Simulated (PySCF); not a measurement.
PySCF 2.14.0, WB97X/def2-svpd, df: isopropylamine (CC(C)N), 13 atoms. The geometry is a generated start, not checked to be a minimum at this level.

| Quantity | Value |
|---|---|
| task | energy |
| method | wb97x |
| basis | def2-svpd |
| two-electron scheme | density fitting |
| mol.max_memory | 3000 MB |
| mf.max_cycle | 100 |
| mf.init_guess | minao (default) |
| mf.DIIS | CDIIS (default) |
| mf.diis_space | 8 (default) |
| mf.conv_tol | 1e-09 (default) |
| mf.grids.level | 3 (default) |
| basis functions | 152 |
| grid points | 144528 |

```xyz
13

C     -0.6153     1.1175     0.5574
C     -0.0861     0.0188    -0.3603
C      1.3491    -0.3484     0.0067
N     -0.9242    -1.1615    -0.2027
H     -0.0010     2.0109     0.4735
H     -0.6012     0.7730     1.5886
H     -1.6391     1.3746     0.2945
H     -0.0923     0.4023    -1.4013
H      1.7254    -1.1284    -0.6529
H      1.3808    -0.7178     1.0284
H      1.9964     0.5201    -0.0789
H     -0.6057    -1.9105    -0.8081
H     -1.8867    -0.9505    -0.4449
```

One run each on 2 threads, 1 BLAS thread. Values of level_shift (Hartree) tried: 0 (default), 0.1, 0.3, 1.

Question: Which value of level_shift (Hartree) needs the fewest Fock builds, and what happens away from it?

Answer: Fewest Fock builds, within one of each other: 0 (default) with 12, 0.1 with 12. The count rises to 24 at 1. All converge to one solution.

```csv
level_shift (Hartree),Fock builds,end
0 (default),12,same solution
0.1,12,same solution
0.3,14,same solution
1,24,same solution
```
